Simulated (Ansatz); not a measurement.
Ansatz (an electronic-structure program) run on MoS2 (R3m, 3 atoms in the cell): self-consistent single point.

Method of the run: PBE, PAW files (plane waves; Ansatz).

```yaml
crystal:
  lattice:
    - [1.60011, 0.92382, 6.51451]
    - [-1.60011, 0.92382, 6.51451]
    - [0.00000, -1.84765, 6.51451]
  atoms:
    - { symbol: Mo, position: [0.00234, 0.00234, 0.00234] }
    - { symbol: S, position: [0.41294, 0.41294, 0.41294] }
    - { symbol: S, position: [0.25330, 0.25330, 0.25330] }
```

Reference input (self-consistent single point, DFT, PBE, plane waves, PAW files): basis.ecutwfc = 420 eV; kpoints.mp_grid.grid = 9 9 9; hamiltonian.xc = pbe; hamiltonian.pseudopotentials = {kind: paw} (the program's default PAW files); scf.occupations.method = fermi_dirac; scf.occupations.width = 0.01 eV. This run's input differs from it in these lines:

Ansatz 0.2 input:
```diff
@@ -10,3 +10,3 @@
 basis:
-  ecutwfc: 420.0
+  ecutwfc: 295.0
 kpoints:
```

Output (repeated stretches shortened):

```
SCF iter   1: F=—  HF=-6763.483448 eV  |F-HF|=—  |Δ(HF+E_count)|=         —  Δρ=5.97e-2  dr2=2.61e0  ethr=3.10e-3  ⟨swp⟩=6.2  Hψ=8693  notcnv=0
all-band conjugate gradients solve this SCF's bands
preconditioner: auto → none
SCF iter   2: F=—  HF=-6762.998521 eV  |F-HF|=—  |Δ(HF+E_count)|=   4.85e-1  Δρ=4.18e-2  dr2=2.05e0  ethr=3.10e-3  ⟨swp⟩=3.0  Hψ=3886  notcnv=0
   [... lines left out ...]
SCF iter   7: F=—  HF=-6762.710278 eV  |F-HF|=—  |Δ(HF+E_count)|=   3.96e-4  Δρ=2.31e-4  dr2=3.96e-5  ethr=5.86e-6  ⟨swp⟩=2.2  Hψ=2609  notcnv=0
SCF iter   8: F=—  HF=-6762.710234 eV  |F-HF|=—  |Δ(HF+E_count)|=   4.44e-5  Δρ=5.30e-5  dr2=1.03e-6  ethr=1.52e-7  ⟨swp⟩=2.3  Hψ=2402  notcnv=0
SCF iter   9: F=—  HF=-6762.710234 eV  |F-HF|=—  |Δ(HF+E_count)|=   1.56e-7  Δρ=1.62e-5  dr2=1.05e-7  ethr=3.96e-9  ⟨swp⟩=2.5  Hψ=2732  notcnv=0
SCF iter  10: F=-6762.710234 eV  HF=-6762.710234 eV  |F-HF|=6.30e-9  |Δ(HF+E_count)|=   2.40e-8  Δρ=2.94e-6  dr2=8.80e-9  ethr=3.85e-10  ⟨swp⟩=6.1  Hψ=6500  notcnv=0
SCF 1 converged in 10 iterations: F = -6762.710234 eV  dr2 = 8.80e-9
Free energy (F): -6762.710234 eV
Internal energy: -6762.710234 eV  (E = F + TS)
E sigma→0 (E₀):  -6762.710234 eV
Fermi energy:    10.112506 eV
--- Forces (eV/Å), atoms counted from 1 ---
  atom   1  Mo    -0.00000000     0.00000000    -1.45110736
  atom   2  S     -0.00000000    -0.00000000     0.70603204
  atom   3  S     -0.00000000    -0.00000000     0.74506076
--- Stress (GPa, compression-positive) ---
       -0.685088       0.000000       0.000000
        0.000000      -0.685088      -0.000000
       -0.000000      -0.000000       0.500144
  P = ⅓ Tr σ = -0.2900 GPa (-2.900 kbar)
  The stress holds the Pulay correction. Without it, at fixed plane waves, as pw.x and ABINIT print it: P = -2.6328 GPa
```

The run converged in 10 iterations. Against the reference run the free energy rises by 31.0 meV/atom, the pressure goes from -0.48 to -0.29 GPa, the largest force moves little (1.447 to 1.451 eV/Å) and the gap on the mesh moves little (1.041 to 1.038 eV).

The starting cell comes from a database of computed structures (which also holds hypothetical and non-ambient phases and stackings), without a prior relaxation at this level. Its lattice was rescaled by up to half a per cent. One atom was moved a little off its site on purpose. Forces in this geometry exceed 1 eV/Å. Ansatz's pressure includes its estimate of the finite-basis (Pulay) stress. Without the estimate this run gives -2.63 GPa. The cutoff lies below the one recommended for these files.
